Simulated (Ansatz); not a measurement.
# Effect of S → P on hypothetical fluorite ZrS2

Start from ZrS2 in the fluorite structure (space group Fm-3m, No. 225; a = 6.256 Å; a hypothetical phase, not in the database extracts checked).

Modification: P takes the place of S on all its sites, then cell and atoms are relaxed.

Level of theory: r2SCAN (Ansatz, a quantum-chemistry and plane-wave program; PAW; 500 eV plane waves; no spin-orbit coupling). Γ-centred 13×13×13 mesh, Fermi–Dirac width 0.05 eV, for the changed cell.

- Volume per atom: 20.35 Å³ (base 20.41 Å³)
- Density: 4.17 g/cm³ (base 4.21 g/cm³)
- Space group: Fm-3m (No. 225) (base Fm-3m (No. 225))
- Shortest interatomic distance: 2.707 Å (base 2.709 Å)
- Band gap: zero (base 0.13 eV)

Cost of the whole job for the changed cell (relaxation, final SCF and bands): around 50 core-seconds (rough).

Whether these cells are dynamically stable was not tested. As relaxed here, ZrP2 is a hypothetical phase, not in the database extracts checked. All final runs are without spin polarisation. ZrP2 has a high density of states at the Fermi level and may be magnetic at this level. A zero or small gap of ZrS2 can be the functional's error rather than a property of the material.
